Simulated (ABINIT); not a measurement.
Short convergence ladders for HgTe (R3m, 2 atoms in the cell)

```yaml
crystal:
  lattice:
    - [0.00000, 3.21385, 3.21385]
    - [3.21385, 0.00000, 3.21385]
    - [3.21385, 3.21385, 0.00000]
  atoms:
    - { symbol: Hg, position: [0.00449, 0.00449, 0.00449] }
    - { symbol: Te, position: [0.25000, 0.25000, 0.25000] }
```

Base method: PBEsol, norm-conserving pseudopotentials (PseudoDojo nc-sr-04 PBEsol standard) (plane waves; ABINIT).

Base settings: pseudos = [Hg.upf, Te.upf]; ecut = 41 Ha; occopt = 3; tsmear = 0.00036749 Ha; ngkpt = 3 3 3; nshiftk = 1; shiftk = 0 0 0; potentials = PseudoDojo nc-sr-04 PBEsol standard; nband = 24; kptopt = 1.

The count of work is k-points × plane waves × bands × iterations; it is no time. 

**The plane-wave cutoff**

The second cell is the first with its lattice scaled by 0.98.

The mesh stays at the base's, so the ladder's end is converged at best in this setting alone.

Only quantities that move along the ladder and can be compared are tabulated.

```csv
ecut,free energy less the last step's (meV/atom),energy of the compressed cell less the first (meV/atom),pressure (GPa),largest difference of a force vector from the last step's (eV/Å),count of work / last
14 Ha,57981.96,270.54,-686.34,0.080,0.050
19 Ha,13328.39,-26.54,-271.29,0.027,0.085
23 Ha,2904.59,97.69,-87.48,0.002,0.11
29 Ha,143.65,61.01,-5.01,0.000,0.16
37 Ha,2.17,60.45,3.18,0.000,0.23
41 Ha,1.78,60.44,3.17,0.000,0.27
99 Ha,0.00,60.41,3.18,0.000,1.0
```

Coarsest ecut that holds the energy of the compressed cell less the first within 0.2 meV/atom of the last step, with all finer ones: 37 Ha, at 0.23 of the last step's count of work; the step before is off by 0.60 meV/atom.

Coarsest ecut that holds the pressure within 0.2 GPa of the last step, with all finer ones: 37 Ha, at 0.23 of the last step's count of work; the step before is off by 8.2 GPa.

Coarsest ecut that holds the forces within 0.02 eV/Å of the last step, with all finer ones: 23 Ha, at 0.11 of the last step's count of work; the step before is off by 0.027 eV/Å.

At the lowest cutoff the pressure lies 690 GPa under the last step's, the usual sign of Pulay stress in an incomplete plane-wave basis.

**The cutoff for other potential files**

Level: DFT, PBEsol, plane waves, PAW (JTH v2.0 PBE PAW, files made for PBE).

In this ladder: pseudos = [Hg.GGA_PBE-JTH.xml, Te.GGA_PBE-JTH.xml]; nband = 14; potentials = JTH v2.0 PBE PAW; pawxcdev = 0; ixc = -116133. Moved along: pawecutdg.

The second cell is the first with its lattice scaled by 0.98.

The mesh stays at the base's, so the ladder's end is converged at best in this setting alone.

Only quantities that move along the ladder and can be compared are tabulated.

```csv
ecut,free energy less the last step's (meV/atom),energy of the compressed cell less the first (meV/atom),pressure (GPa),largest difference of a force vector from the last step's (eV/Å),count of work / last
9.5 Ha,152.22,78.44,3.09,0.014,0.066
12 Ha,54.12,72.21,2.95,0.006,0.13
15 Ha,9.28,67.50,3.47,0.001,0.27
21 Ha,2.79,66.99,3.58,0.001,0.50
32 Ha,0.25,66.82,3.62,0.001,1.1
42 Ha,0.00,66.81,3.63,0.000,1.0
```

Coarsest ecut that holds the forces within 0.005 eV/Å of the last step, with all finer ones: 15 Ha, at 0.27 of the last step's count of work; the step before is off by 0.006 eV/Å.

Coarsest ecut that holds the free energy within 5 meV/atom of the last step, with all finer ones: 21 Ha; the step before is off by 9.3 meV/atom.

Coarsest ecut that holds the energy of the compressed cell less the first within 0.2 meV/atom of the last step, with all finer ones: 21 Ha; the step before is off by 0.69 meV/atom.

The energy difference between the two cells stays within 1 meV/atom of the last step's from 15 Ha on, the total only from 32 Ha on: much of the error is common to both cells and cancels.

**The relaxed cell against the cutoff**

On HgTe (F-43m, 2 atoms in the cell): atoms on their sites.

In this ladder: ionmov = 2; ntime = 40; tolmxf = 0.0001 Ha/bohr; optcell = 2; dilatmx = 1.08; ecutsm = 0.5 Ha.

The mesh stays at the base's, so the ladder's end is converged at best in this setting alone.

Only quantities that move along the ladder and can be compared are tabulated.

```csv
ecut,relaxed volume (Å³/atom),relaxation steps
21 Ha,33.412,6
25 Ha,33.509,14
29 Ha,34.645,10
41 Ha,35.541,4
49 Ha,35.540,4
82 Ha,35.539,4
```

Coarsest ecut that holds the relaxed volume within 0.071 Å³/atom of the last step, with all finer ones: 41 Ha; the step before is off by 0.89 Å³/atom.

At the lowest cutoff the cell relaxes to a volume 6.0 % smaller than at the highest.

On the base run: the starting cell has typed, rounded lattice constants, without a prior relaxation at this level. Its lattice was rescaled by up to half a per cent. One atom was moved a little off its site on purpose. The run gives no clean gap (levels at the Fermi energy touch, overlap or are partly filled at this smearing), which alone does not show that the compound is a metal. Without a gap this mesh is coarse (it stands for a supercell whose shortest vector is 14 Å).
